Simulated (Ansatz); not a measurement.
Data:

```yaml
crystal:
  lattice:
    - [3.07534, 0.00000, 0.00000]
    - [-1.53767, 2.66333, 0.00000]
    - [0.00000, 0.00000, 5.04819]
  atoms:
    - { symbol: Si, position: [0.33333, 0.66667, 0.49960] }
    - { symbol: Si, position: [0.66667, 0.33333, 0.99960] }
    - { symbol: C, position: [0.33333, 0.66667, 0.87540] }
    - { symbol: C, position: [0.66667, 0.33333, 0.37540] }
```

These are r2SCAN with spin-orbit coupling, rigid bands (plane waves, PAW; Ansatz, a quantum-chemistry and plane-wave program) values and carry that method's errors. Cell: cell and atoms relaxed with r2SCAN.

Problem. What conductivity effective mass do dilute holes have at 300 K?

Solution. 1.15 (x), 1.15 (y), 1.43 (z) mₑ.

Problem. Predict the electron conductivity mass (n e² τ/σ) at 300 K, by direction if it differs.

Solution. 0.43 (x), 0.43 (y), 0.26 (z) mₑ.

Problem. And the band gap?

Solution. 2.65 eV at this level; semilocal functionals usually fall short of the measured gap.

Rigid bands, one relaxation time for all states, no polarons.
